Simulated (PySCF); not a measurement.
PySCF 2.14.0, R2SCAN/def2-svp, df: Na(OtBu) (CC(C)(C)[O][Na]), 15 atoms. The geometry is a generated start, not checked to be a minimum at this level.

```yaml
task: energy
method: r2scan
basis: def2-svp
two_electron_scheme: density fitting
mol.max_memory: 3000 MB
mf.max_cycle: 100
mf.conv_tol: 1e-09 (default)
mf.grids.level: 3 (default)
basis_functions: 130
grid_points: 176928
```

```xyz
15

Na     1.7815     2.0952     1.4326
O      0.3351     0.9915     1.2252
C     -0.0060     0.1359     0.2216
C      1.0979    -0.9163    -0.0178
C     -1.3075    -0.6113     0.5968
C     -0.2494     0.8912    -1.1017
H      0.8046    -1.6316    -0.7822
H      1.2921    -1.4462     0.9118
H      2.0184    -0.4133    -0.3331
H     -1.1499    -1.1605     1.5209
H     -1.6047    -1.3006    -0.1892
H     -2.0980     0.1141     0.7617
H      0.6751     1.3857    -1.4161
H     -1.0121     1.6496    -0.9416
H     -0.5771     0.2167    -1.8890
```

With the defaults (mf.DIIS = CDIIS, mf.diis = true, mf.init_guess = minao, mf.diis_space = 8, newton = off, mf.level_shift = 0, mf.damp = 0, mf.diis_start_cycle = 1) it converges in 14 Fock builds. One run each on 2 threads, 1 BLAS thread, with these changes:
- mf.init_guess = mod_huckel
- mf.diis_space = 3
- mf.DIIS = EDIIS
- mf.init_guess = 1e
- newton = Hessian by the SCF's own integrals
- mf.diis_space = 20
- mf.diis = false, mf.damp = 0.7, mf.diis_start_cycle = 999
- mf.level_shift = 0.3 Hartree
- mf.diis = false

Q: Which runs fail or end elsewhere than the default run?

A: No convergence: mf.DIIS = EDIIS; mf.diis = false (the run ends without SCF convergence in 100 cycles). The rest reach the solution of the defaults.

```csv
setting,Fock builds,end
the defaults,14,same solution
mf.diis_space = 20,14,same solution
mf.init_guess = mod_huckel,16,same solution
mf.diis_space = 3,17,same solution
mf.init_guess = 1e,18,same solution
"mf.diis = false, mf.damp = 0.7, mf.diis_start_cycle = 999",26,same solution
mf.level_shift = 0.3 Hartree,29,same solution
newton = Hessian by the SCF's own integrals,54,same solution
mf.DIIS = EDIIS,101,no convergence
mf.diis = false,101,no convergence
```

Under newton the count holds the products with the orbital Hessian.
